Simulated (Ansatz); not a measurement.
F_C in 3C silicon carbide (start: the C site; 64-site cell, 2×2×2 shifted sampling). Level of theory: PBE, PAW (plane waves to 420 eV; Ansatz, a quantum-chemistry and plane-wave program). Total energies of the localised charge states, counted from that of charge +3, and their image corrections (point charge with alignment); the host's valence-band maximum lies at 9.291 eV on the cells' energy zero and its gap is 1.37 eV.

```tsv
charge	moment (μB)	E − E(first) (eV)	correction (eV)
+3	not spin-polarised	0.000	1.587
+2	1.0	10.549	0.728
+1	not spin-polarised	21.182	0.199
```

Problem. Derive the transition levels above the valence-band maximum and say which of them are thermodynamic.

Solution. A level is the Fermi energy at which two charges have equal formation energy: ε(q/q′) = [E(q′) + corr(q′) − E(q) − corr(q)] / (q − q′) − E_VBM.
ε(+3/+2) = [(10.549 + 0.728) − (0.000 + 1.587)] / 1 − 9.291 = 0.40 eV
ε(+2/+1) = [(21.182 + 0.199) − (10.549 + 0.728)] / 1 − 9.291 = 0.81 eV
Thermodynamic levels at least 0.1 eV inside the gap: (+3/+2) at 0.40 eV; (+2/+1) at 0.81 eV. Corrections reach 1.59 eV, so the outer levels may be off by several tenths of an eV. Only the charges listed were compared. At charge 0 the carrier sat in host band states, shallow at most. At charge −1 the carrier sat in host band states, shallow at most. Flagged in the runs: a doubtful potential alignment.
